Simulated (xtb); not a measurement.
xtb 6.7.1, GFN2-xTB: Zr(SH)3(amdMe) (CC1[N](C)[Zr]([SH])([SH])([SH])<-[N]=1C), 22 atoms. The geometry is a generated start, not checked to be a minimum at this level.

- run flags = --grad
- method = GFN2-xTB
- --acc = 1 (default)
- --etemp (K) = 300 (default)
- basis functions = 76
- valence electrons = 60

```xyz
22

Zr     1.4007     0.5088    -0.0102
S      2.9998     1.8813     1.2790
H      3.9870     1.0103     1.0114
S      1.6882    -1.8854     0.5676
H      2.5417    -2.1449    -0.4303
S      2.6834     0.3431    -2.1356
H      3.1819     1.5826    -2.0353
C     -2.2446    -0.6590     0.1426
C     -1.0222     0.2154     0.1168
N     -0.3487     0.6334     1.1855
C     -0.6495     0.1575     2.5219
N     -0.4529     0.6399    -1.0172
C     -0.9096     0.1463    -2.3028
H     -2.1268    -1.4789    -0.5656
H     -3.1151    -0.0730    -0.1531
H     -2.4145    -1.0722     1.1320
H      0.0046     0.6867     3.2196
H     -1.6895     0.3623     2.7988
H     -0.4590    -0.9238     2.6098
H     -0.3231     0.6374    -3.0838
H     -0.7620    -0.9420    -2.3878
H     -1.9697     0.3741    -2.4632
```

Charge 0 and multiplicity 1 are set for this test and not shown to be the ground state.

One run each on 1 thread. Values of broydamp tried: 0.02, 0.05, 0.1, 0.2, 0.4 (default), 0.6, 0.8, 1.

Question: Which value of broydamp needs the fewest SCC iterations, and what happens away from it?

Answer: Fewest SCC iterations: 0.4 (default) with 14. The count rises to 26 at 0.02. All converge to one solution.

```
broydamp       SCC iterations            end
-------------  --------------  -------------
0.02                       26  same solution
0.05                       22  same solution
0.1                        18  same solution
0.2                        17  same solution
0.4 (default)              14  same solution
0.6                        17  same solution
0.8                        19  same solution
1                          20  same solution
```
